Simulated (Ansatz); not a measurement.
CdSiP2, carrier doping

Take CdSiP2 in the chalcopyrite structure (space group I-42d, No. 122; a = 5.724 Å, c = 10.582 Å) as the base.

Carriers are added at fixed cell with a uniform background; the Fermi–Dirac width is that of 300 K.

Calculations: PBE/PAW in Ansatz (an electronic-structure program), scalar-relativistic without spin-orbit coupling.

Candidates:
(a) electrons 2.0×10^21 cm⁻³
(b) holes 2.0×10^21 cm⁻³
(c) holes 3.0×10^21 cm⁻³

Before the change:

The gap between the host's bands is 1.42 eV.

Order them by gap between the host's bands, lowest first.

(a) electrons 2.0×10^21 cm⁻³ (1.38 eV), (b) holes 2.0×10^21 cm⁻³ (1.47 eV), (c) holes 3.0×10^21 cm⁻³ (1.50 eV)

Charged cell with a jellium background: band edges are those of the host's band count, energies are not comparable with the neutral cell, and many-body gap narrowing is missing. Gaps are read on the SCF mesh and a high-symmetry path. Stability against distortions was not tested.
